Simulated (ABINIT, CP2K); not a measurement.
A CP2K input for a self-consistent single point of BP (P6_3mc, 4 atoms in the cell) (DFT PBEsol, GPW, DZVP-MOLOPT-SR-GTH basis, GTH-PBE potentials (GTH_POTENTIALS)):

```
&GLOBAL
  PROJECT calc
  RUN_TYPE ENERGY_FORCE
  PRINT_LEVEL LOW
&END GLOBAL
&FORCE_EVAL
  METHOD Quickstep
  STRESS_TENSOR ANALYTICAL
  &DFT
    BASIS_SET_FILE_NAME BASIS_MOLOPT
    POTENTIAL_FILE_NAME GTH_POTENTIALS
    &QS
      METHOD GPW
      EPS_DEFAULT 1E-11
    &END QS
    &MGRID
      CUTOFF 400
      REL_CUTOFF 60
      NGRIDS 4
    &END MGRID
    &SCF
      SCF_GUESS ATOMIC
      EPS_SCF 1E-7
      MAX_SCF 100
      ADDED_MOS 4
      &DIAGONALIZATION
        ALGORITHM STANDARD
      &END DIAGONALIZATION
      &MIXING
        METHOD BROYDEN_MIXING
        ALPHA 0.4
        NBUFFER 10
        BETA 1
      &END MIXING
    &END SCF
    &KPOINTS
      SCHEME MONKHORST-PACK 10 10 5
      GAMMA_CENTERED T
    &END KPOINTS
    &XC
      &XC_FUNCTIONAL
        &PBE
          PARAMETRIZATION PBESOL
        &END PBE
      &END XC_FUNCTIONAL
    &END XC
    &PRINT
      &MO
        EIGENVALUES T
        OCCUPATION_NUMBERS T
        NDIGITS 8
        FILENAME mo
        &EACH
          QS_SCF 0
        &END EACH
        ADD_LAST NUMERIC
      &END MO
      &MULLIKEN OFF
      &END MULLIKEN
    &END PRINT
  &END DFT
  &SUBSYS
    &CELL
      A 3.18832000 0.00000000 0.00000000
      B -1.59416000 2.76116600 0.00000000
      C 0.00000000 0.00000000 5.29007000
      PERIODIC XYZ
    &END CELL
    &COORD
      B        1.59416159     0.92038775     2.64720393
      B       -0.00000159     1.84077825     0.00216893
      P        1.59416159     0.92038775     4.62664232
      P       -0.00000159     1.84077825     1.98160732
    &END COORD
    &KIND B
      BASIS_SET DZVP-MOLOPT-SR-GTH
      POTENTIAL GTH-PBE-q3
    &END KIND
    &KIND P
      BASIS_SET DZVP-MOLOPT-SR-GTH
      POTENTIAL GTH-PBE-q5
    &END KIND
  &END SUBSYS
  &PRINT
    &FORCES ON
    &END FORCES
    &STRESS_TENSOR ON
    &END STRESS_TENSOR
  &END PRINT
&END FORCE_EVAL
```

### Question
Give the ABINIT input for the same structure, mesh, smearing and functional.

### Answer
One input that does it (others would too):

```
# BP, PseudoDojo nc-sr-04 PBEsol standard
pp_dirpath "./"
pseudos "B.upf, P.upf"
acell 3.1883199334 3.1883199334 5.2900700000 Angstrom
rprim
         1.0000000000    0.0000000048    0.0000000000
        -0.5000000042    0.8660254014    0.0000000000
         0.0000000000    0.0000000000    1.0000000000
natom 4
ntypat 2
znucl 5 15
typat 1 1 2 2
xred
         0.6666666667    0.3333333333    0.5004100000
         0.3333333333    0.6666666667    0.0004100000
         0.6666666667    0.3333333333    0.8745900000
         0.3333333333    0.6666666667    0.3745900000
ecut 1034 eV
ixc -116133
occopt 1
nband 12
kptopt 1
ngkpt 10 10 5
nshiftk 1
shiftk 0 0 0
nstep 60
tolvrs 1.0e-12
diemac 12
prtwf 0
prtden 0
prtvol 1
enunit 2
```

Basis settings and potentials, where a program has them, do not carry over. This input uses DFT, PBEsol, plane waves, norm-conserving pseudopotentials (PseudoDojo nc-sr-04 PBEsol standard). Both were run: pressure 0.36 GPa in CP2K and -1.39 in ABINIT; largest force 0.013 eV/Å in CP2K and 0.006 in ABINIT; gap on the mesh 1.045 eV in CP2K and 1.016 in ABINIT.

On ABINIT: the starting cell comes from a database of computed structures (which also holds hypothetical and non-ambient phases and stackings), without a prior relaxation at this level.

On CP2K: the starting cell comes from a database of computed structures (which also holds hypothetical and non-ambient phases and stackings), without a prior relaxation at this level. Values carry the incompleteness of an atom-centred basis. The potentials were made for another functional than the one used.
